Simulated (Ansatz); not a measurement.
BAs under load (space group F-43m), r2SCAN with spin-orbit coupling, rigid bands (Ansatz, a quantum-chemistry and plane-wave program). Condition of this run: hydrostatic pressure of 12.8 GPa (compression positive) (the target of the relaxation). Band gap 1.22 eV, N_c = 3.44e19 cm⁻³ and N_v = 9.98e18 cm⁻³ at 300 K, conductivity masses of 0.294 mₑ (electrons) and 0.327 mₑ (holes). Take k_BT = 0.02585 eV.

Task: A film of it is 2 nm thick. Estimate the confinement energies in an infinite well.

Result: ħ²π²/(2m t²) = 0.376 eV·nm²/(m/mₑ × t²) gives 320 meV for electrons and 287 meV for holes, so the gap would widen to about 1.83 eV. Finite barriers and nonparabolic bands lower this, and with several valleys or bands the heaviest mass along the normal sets the lowest level, not this average.

Task: What thermal injection velocity √(2k_BT/πm) limits a ballistic channel?

Result: 9.92e6 cm/s for electrons and 9.41e6 cm/s for holes, a ratio of √(m_h/m_e) = 1.05, for dilute carriers.

Task: Find the intrinsic carrier density and the intrinsic Fermi level.

Result: n_i = √(N_c N_v) exp(−E_g/2k_BT) = 1.85e19 × exp(−23.60) = 1.0e9 cm⁻³. The level lies (k_BT/2) ln(N_v/N_c) = -16 meV from mid-gap (positive towards the conduction band). Each 0.1 eV added to the gap lowers n_i by a factor of 6.9.

Rigid bands with the computed gap; masses take one relaxation time for all states. Geometry: cell and atoms relaxed with PBEsol.
